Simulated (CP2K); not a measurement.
Sensitivity of a calculation on Sb2Pt (Pa-3, 12 atoms in the cell) to its settings

```cif
data_Pt4Sb8
_chemical_formula_sum 'Sb8 Pt4'
_space_group_name_H-M_alt 'P 1'
_space_group_IT_number 1
_cell_length_a 6.49977
_cell_length_b 6.49977
_cell_length_c 6.49977
_cell_angle_alpha 90.000
_cell_angle_beta 90.000
_cell_angle_gamma 90.000
loop_
_space_group_symop_operation_xyz
  'x, y, z'
loop_
_atom_site_label
_atom_site_type_symbol
_atom_site_fract_x
_atom_site_fract_y
_atom_site_fract_z
_atom_site_occupancy
Sb1 Sb 0.37525 0.12475 0.87525 1
Sb2 Sb 0.62475 0.87525 0.12475 1
Sb3 Sb 0.12475 0.87525 0.37525 1
Sb4 Sb 0.87525 0.12475 0.62475 1
Sb5 Sb 0.87525 0.37525 0.12475 1
Sb6 Sb 0.12475 0.62475 0.87525 1
Sb7 Sb 0.62475 0.62475 0.62475 1
Sb8 Sb 0.37525 0.37525 0.37525 1
Pt1 Pt 0.00000 0.50000 0.50000 1
Pt2 Pt 0.50000 0.50000 0.00000 1
Pt3 Pt 0.50000 0.00000 0.50000 1
Pt4 Pt 0.00000 0.00000 0.00000 1
```

Base run A: PBEsol, GPW, DZVP-MOLOPT-SR-GTH basis, GTH-PBE potentials (GTH_POTENTIALS) in CP2K, self-consistent single point.

Its settings: CUTOFF = 500 Ry; REL_CUTOFF = 60 Ry; SMEAR/METHOD = GAUSSIAN; SIGMA = 0.272 eV; KPOINTS/SCHEME = MACDONALD 3 3 3 0.1666666667 0.1666666667 0.1666666667; XC_FUNCTIONAL = PBE:PBESOL; Sb/BASIS_SET = DZVP-MOLOPT-SR-GTH; Sb/POTENTIAL = GTH-PBE-q5; Pt/BASIS_SET = DZVP-MOLOPT-SR-GTH; Pt/POTENTIAL = GTH-PBE-q18; METHOD = GPW; EPS_DEFAULT = 1e-10; NGRIDS = 5; SCF_GUESS = ATOMIC; EPS_SCF = 1e-07; MAX_SCF = 100; ADDED_MOS = 18; MIXING/METHOD = BROYDEN_MIXING; MIXING/ALPHA = 0.2; MIXING/NBUFFER = 12.

The starting cell comes from a database of computed structures (which also holds hypothetical and non-ambient phases and stackings), without a prior relaxation at this level. Spin polarisation is off. Values carry the incompleteness of an atom-centred basis. The potentials were made for another functional than the one used.

ΔF is the free energy per atom less that of run A. A dash stands where there is no value to compare (another energy zero or no entropy term, no result, no spin, no clean gap, or a mesh too coarse for one). Total energies depend on the potentials, the functional and any Hubbard or dispersion term, so they are compared only between runs that share all of them.

Runs:
- B: SIGMA: 0.272 eV → 0.15 eV
- C: XC_FUNCTIONAL: PBE:PBESOL → PADE; Sb/POTENTIAL: GTH-PBE-q5 → GTH-PADE-q5; Pt/POTENTIAL: GTH-PBE-q18 → GTH-PADE-q18 [LDA (Pade form)]
- D: KPOINTS/SCHEME: MACDONALD 3 3 3 0.1666666667 0.1666666667 0.1666666667 → MONKHORST-PACK 2 2 2
- E: SIGMA: 0.272 eV → 0.1 eV; KPOINTS/SCHEME: MACDONALD 3 3 3 0.1666666667 0.1666666667 0.1666666667 → MONKHORST-PACK 4 4 4
- F: 1 x 2 x 1 supercell, mesh divided and rounded up; ADDED_MOS: 18 → 35; KPOINTS/SCHEME: MACDONALD 3 3 3 0.1666666667 0.1666666667 0.1666666667 → MACDONALD 3 2 3 0.1666666667 0 0.1666666667
- G: PAIR_POTENTIAL/TYPE: default → DFTD3(BJ); REFERENCE_FUNCTIONAL: default → PBEsol; R_CUTOFF: default → 15 angstrom [PBEsol-D3(BJ)]
- H: MIXING/METHOD: BROYDEN_MIXING → DIRECT_P_MIXING; MIXING/NBUFFER: 12 → default; MIXING/BETA: 1.5 1/bohr → default
- I: MIXING/ALPHA: 0.2 → 0.4
- J: EPS_SCF: 1e-07 → 1e-05
- K: FULL_GRID: default → T

```csv
run,ΔF (meV/atom),pressure (GPa),largest force (eV/Å),k-points,valence electrons
A,0.00,2.01,0.221,27,112
B,0.73,1.88,0.214,27,112
C,–,-9.97,0.086,27,112
D,-50.8,1.56,0.122,4,112
E,14.9,1.92,0.195,32,112
F,2.4,2.01,0.213,18,224
G,–,-2.00,0.219,27,112
H,0.00,2.01,0.221,27,112
I,0.00,2.01,0.221,27,112
J,0.00,2.01,0.221,27,112
K,0.00,2.01,0.221,27,112
```

Run E against A: The free energy goes up by 14.9 meV/atom, the pressure hardly changes (2.01 to 1.92 GPa) and the largest force goes from 0.221 to 0.195 eV/Å.

Run F against A: The free energy goes up by 2.4 meV/atom, the pressure stays at 2.01 GPa and the largest force goes from 0.221 to 0.213 eV/Å.
